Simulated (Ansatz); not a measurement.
# SrHfO3: pressure series

Base system: SrHfO3 (space group Imma, No. 74; a = 5.7679 Å, b = 8.0987 Å, c = 5.7855 Å; a cell from a computed database, its experimental status unchecked).

Cell and atoms are relaxed at each pressure.

Method: plane-wave PAW DFT at the PBEsol level (Ansatz, an electronic-structure program, 420 eV), spin-orbit coupling left out.

```csv
P (GPa),V (Å³/atom)
-2.00,13.683
-1.00,13.596
0.30,13.488
0.70,13.456
1.50,13.392
3.00,13.276
5.00,13.129
7.50,12.957
10.00,12.795
```

Task: Fit a third-order Birch–Murnaghan equation of state.

Result: Least squares on P(V) = (3B₀/2)[(V₀/V)^(7/3) − (V₀/V)^(5/3)]·[1 + (3/4)(B₀′ − 4)((V₀/V)^(2/3) − 1)] gives V₀ = 13.51 Å³/atom, B₀ = 164 GPa and B₀′ = 4.1.

Load acts through the strain it causes; cell and atoms are relaxed under it. Whether these cells are dynamically stable was not tested. No other phases were tried under pressure.
